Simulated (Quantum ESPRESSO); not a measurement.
Quantum ESPRESSO is run on ZnBi2O6 (Pmn2_1, 18 atoms in the cell), and the run fails. The aim is a self-consistent single point with DFT, PBEsol, plane waves, PseudoDojo standard norm-conserving (PBESOL) pseudopotentials.

This input was run:

```fortran
&control
 calculation = 'scf',
 prefix = 'pwscf',
 outdir = './tmp',
 pseudo_dir = './',
 verbosity = 'high',
 tprnfor = .true.,
 tstress = .true.,
/
&system
 ibrav = 0,
 nat = 18,
 ntyp = 3,
 ecutwfc = 85,
 occupations = 'smearing',
 smearing = 'cold',
 degauss = 0.0099958,
/
&electrons
 conv_thr = 1.0d-10,
/
ATOMIC_SPECIES
Zn    65.3800  Zn.upf
Bi   208.9804  Bi.upf
O     15.9990  O.upf
ATOMIC_POSITIONS cartesian
Zn    0.50000000    0.30378000    0.50728000
Zn    0.00000000    0.69622000    0.00728000
Bi    0.24961000    0.75340000    0.50208000
Bi    0.25039000    0.24660000    0.00208000
Bi    0.75039000    0.75340000    0.50208000
Bi    0.74961000    0.24660000    0.00208000
O     0.67800000    0.08746000    0.65864000
O     0.82200000    0.91254000    0.15864000
O     0.32200000    0.08746000    0.65864000
O     0.17800000    0.91254000    0.15864000
O     0.32259000    0.55608000    0.81501000
O     0.17741000    0.44392000    0.31501000
O     0.67741000    0.55608000    0.81501000
O     0.82259000    0.44392000    0.31501000
O     0.50000000    0.19322000    0.15461000
O     0.00000000    0.80678000    0.65461000
O     0.50000000    0.65455000    0.39683000
O     0.00000000    0.34545000    0.89683000
K_POINTS automatic
2 3 3  0 0 0
CELL_PARAMETERS angstrom
   8.03215000     0.00000000     0.00000000
   0.00000000     5.61918000     0.00000000
   0.00000000     0.00000000     5.56166000
```

The program printed (abridged):

```
     This program is part of the open-source Quantum ESPRESSO suite
     for quantum simulation of materials; please cite

 %%%%%%%%%%%%%%%%%%%%%%%%%%%%%%%%%%%%%%%%%%%%%%%%%%%%%%%%%%%%%%%%%%%%%%%%%%%%%%
     Error in routine read_cards (1):
     unknown option for ATOMIC_POSITION: ATOMIC_POSITIONS CARTESIAN
 %%%%%%%%%%%%%%%%%%%%%%%%%%%%%%%%%%%%%%%%%%%%%%%%%%%%%%%%%%%%%%%%%%%%%%%%%%%%%%

     stopping ...
```

Read the log: what does the program object to, and what is the fix?

The fault is a value that the program does not know. The key takes a closed list of words, and names differ between codes. To fix it, use one of the words that the key accepts. The program stopped before any SCF iteration.

An input that runs soundly differs in these lines (not the only fix; some lines may just follow from the change or write a value another way):
```diff
-ATOMIC_POSITIONS cartesian
+ATOMIC_POSITIONS crystal
```

With that input, the run converged in 14 iterations: free energy E − TS -25631.9133 eV; Fermi level (on the code's own zero) 7.39 eV; pressure -6.83 GPa; largest force (vector length) 0.289 eV/Å (DFT, PBEsol, plane waves, PseudoDojo standard norm-conserving (PBESOL) pseudopotentials).

On the sound input: the starting cell comes from a database of computed structures (which also holds hypothetical and non-ambient phases and stackings), without a prior relaxation at this level. With a pressure of about -7 GPa the cell is away from its equilibrium volume at this level. The run gives no clean gap (levels at the Fermi energy touch, overlap or are partly filled at this smearing), which alone does not show that the compound is a metal. Without a gap this mesh is coarse (it stands for a supercell whose shortest vector is 16 Å).
